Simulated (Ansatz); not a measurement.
Consider WC (space group P-6m2, No. 187; relaxed with 0.1 eV smearing).

```xyz
2
Lattice="2.9127 0.0000 0.0000 -1.4563 2.5225 0.0000 0.0000 0.0000 2.8354" Properties=species:S:1:pos:R:3 pbc="T T T"
W      0.0000     0.0000     0.0000
C      1.4563     0.8408     1.4177
```

Cartesian axes are those of the cell as printed.

All numbers come from r2SCAN (Ansatz, a program for electronic structure), no spin-orbit coupling.

For the base:

The shortest interatomic distance comes out as 2.199 Å.

One thing is altered: compressive biaxial strain of 1.50 % in the plane normal to [001], as in epitaxy on a mismatched substrate; the out-of-plane cell vector and the atoms relax.

Problem. Estimate the effect on the out-of-plane strain, in-plane stress and shortest interatomic distance.

Solution. The out-of-plane strain amounts to +0.54 %; the mean in-plane stress (compression positive) comes out as +14.7 GPa; the shortest interatomic distance drops by 0.014 Å to 2.185 Å.

Stability against distortions was not tested. All final runs are without spin polarisation.
